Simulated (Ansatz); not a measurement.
End structure of the (001) surface of zinc-blende GaAs, (2x2) As dimers with one H each (bottom of the slab: anion dimers, one H a dimer):

```
CELL_PARAMETERS angstrom
      8.12558     0.00000     0.00000
      0.00000     8.12558     0.00000
      0.00000     0.00000    30.00000
ATOMIC_POSITIONS crystal
  As 0.99990 0.11011 0.31599
  As 0.99989 0.42115 0.30524
  As 0.50030 0.10999 0.31599
  As 0.50013 0.42102 0.30519
  Ga 0.25010 0.00880 0.35742
  Ga 0.25010 0.48535 0.35336
  Ga 0.75016 0.00829 0.35777
  Ga 0.74993 0.48567 0.35377
  As 0.25000 0.25000 0.40488
  As 0.25000 0.75000 0.40488
  As 0.75000 0.25000 0.40488
  As 0.75000 0.75000 0.40488
  Ga 0.00000 0.25000 0.45277
  Ga 0.00000 0.75000 0.45277
  Ga 0.50000 0.25000 0.45277
  Ga 0.50000 0.75000 0.45277
  As 0.99188 0.99985 0.50047
  As 0.99270 0.50038 0.50068
  As 0.50744 0.99983 0.50107
  As 0.50807 0.50035 0.50010
  Ga 0.24818 0.99879 0.54352
  Ga 0.25186 0.50236 0.54349
  Ga 0.75164 0.99860 0.55324
  Ga 0.74838 0.50254 0.55324
  As 0.24997 0.25072 0.58846
  As 0.25002 0.75038 0.58950
  As 0.75006 0.25068 0.60301
  As 0.75010 0.75049 0.60408
  Ga 0.02493 0.27048 0.64361
  Ga 0.02481 0.73023 0.64443
  Ga 0.47515 0.23173 0.64355
  Ga 0.47535 0.76996 0.64440
  As 0.10659 0.00108 0.68163
  As 0.08806 0.49928 0.69653
  As 0.41202 0.00194 0.69617
  As 0.39330 0.50010 0.68196
  H  0.00271 0.05192 0.26758
  H  0.49736 0.05167 0.26759
  H  0.04969 0.00318 0.73020
  H  0.45051 0.49782 0.73051
```

Slab: 40 atoms, 14.0 Å thick at the start with caps and adatoms (thin: gaps and levels are the slab's own); k 2x2x1, smearing 0.025 eV, dipole-corrected; single point; no symmetry held, on the structure that PBE left; no spin, no spin-orbit, no U. It is one candidate, not shown to be the stable structure of the face.

**Question.** Give the highest filled level below the top vacuum level at the level Ansatz (a quantum-chemistry and plane-wave program) with HSE06, at the PBE geometry.

**Answer.** 5.25 eV

**Question.** What gap of the slab on its k-mesh does HSE06, at the PBE geometry give?

**Answer.** 1.51 eV
